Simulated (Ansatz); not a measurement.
Terminations of the (111) surface of fcc Ir, measured from the surface 'clean 1x1'. Atoms come from or go to: Au: fcc Au, Bi: rhombohedral Bi, Ga: alpha gallium, Ir: fcc Ir, Ni: fcc Ni, ferromagnetic, Os: hcp Os, Pt: fcc Pt, Ru: hcp Ru, Sn: beta tin, V: bcc V, W: bcc W. ΔE is the energy of forming the row's surface from that one (negative: more stable at these reservoirs); the vacuum level's shift is aligned on the shared bottom. No zero-point or thermal terms. These are constructed structures in small cells; real faces may alloy, dewet or reconstruct in larger ones, and not all known structures of the face are among them. Slabs of about 11 Å, Fermi-Dirac smearing of 0.1 eV. Bottom of the slabs: a bare face, its two planes held. Relaxed from the named starts with such symmetry as they have, on meshes of like density; energies extrapolated to zero smearing; spin only where a row says so; no spin-orbit coupling, no U. Brackets mark spin-polarised runs, whose order is one that fits the cell. A dash marks a value that is undefined for that row (no clear gap, or no work function of a gapped slab) or was not read reliably on its mesh.

These are PBE (plane waves to 420 eV, PAW; Ansatz, a quantum-chemistry and plane-wave program) values and carry that method's errors.

```json
[
 {"surface": "a layer of Ru in place of the second plane", "atoms added per 1x1": "-1 Ir, +1 Ru", "ΔE per 1x1 (eV)": "-0.16", "shift of the vacuum level (eV)": "-0.20", "work function (eV)": "5.29"},
 {"surface": "(√3x√3)R30° surface alloy, Bi on one Ir site of the top plane (3 Bi–Ir bonds broke)", "atoms added per 1x1": "+0.333 Bi, -0.333 Ir", "ΔE per 1x1 (eV)": "-0.27", "shift of the vacuum level (eV)": "-1.71", "work function (eV)": "3.81"},
 {"surface": "a layer of Ru in place of the third plane", "atoms added per 1x1": "-1 Ir, +1 Ru", "ΔE per 1x1 (eV)": "-0.04", "shift of the vacuum level (eV)": "-0.04", "work function (eV)": "5.48"},
 {"surface": "a pseudomorphic layer of Sn in the other hollow", "atoms added per 1x1": "+1 Sn", "ΔE per 1x1 (eV)": "0.48", "shift of the vacuum level (eV)": "-1.95", "work function (eV)": "3.57"},
 {"surface": "a layer of Ni in place of the second plane [spin, 0.7 μB a cell]", "atoms added per 1x1": "-1 Ir, +1 Ni", "ΔE per 1x1 (eV)": "…", "shift of the vacuum level (eV)": "0.04", "work function (eV)": "5.53"},
 {"surface": "a layer of Sn in place of the second plane", "atoms added per 1x1": "-1 Ir, +1 Sn", "ΔE per 1x1 (eV)": "1.71", "shift of the vacuum level (eV)": "-0.07", "work function (eV)": "5.39"},
 {"surface": "a layer of Ga in place of the second plane", "atoms added per 1x1": "+1 Ga, -1 Ir", "ΔE per 1x1 (eV)": "-0.69", "shift of the vacuum level (eV)": "-0.29", "work function (eV)": "5.18"},
 {"surface": "a pseudomorphic layer of Pt in the host's stacking", "atoms added per 1x1": "+1 Pt", "ΔE per 1x1 (eV)": "-0.36", "shift of the vacuum level (eV)": "0.04", "work function (eV)": "5.53"},
 {"surface": "a pseudomorphic layer of Os in the host's stacking", "atoms added per 1x1": "+1 Os", "ΔE per 1x1 (eV)": "…", "shift of the vacuum level (eV)": "-0.05", "work function (eV)": "5.44"},
 {"surface": "a pseudomorphic layer of Au in the host's stacking", "atoms added per 1x1": "+1 Au", "ΔE per 1x1 (eV)": "-0.26", "shift of the vacuum level (eV)": "-0.18", "work function (eV)": "5.31"},
 {"surface": "a layer of W in place of the second plane", "atoms added per 1x1": "-1 Ir, +1 W", "ΔE per 1x1 (eV)": "…", "shift of the vacuum level (eV)": "-0.61", "work function (eV)": "4.86"},
 {"surface": "a layer of V in place of the second plane [spin start, no net moment]", "atoms added per 1x1": "-1 Ir, +1 V", "ΔE per 1x1 (eV)": "…", "shift of the vacuum level (eV)": "-0.63", "work function (eV)": "4.83"}
]
```

Problem. Some entries are withheld; supply them.

Solution. 
- a layer of Ni in place of the second plane [spin, 0.7 μB a cell], ΔE per 1x1 (eV): 0.00
- a pseudomorphic layer of Os in the host's stacking, ΔE per 1x1 (eV): 0.34
- a layer of W in place of the second plane, ΔE per 1x1 (eV): -0.68
- a layer of V in place of the second plane [spin start, no net moment], ΔE per 1x1 (eV): -1.32
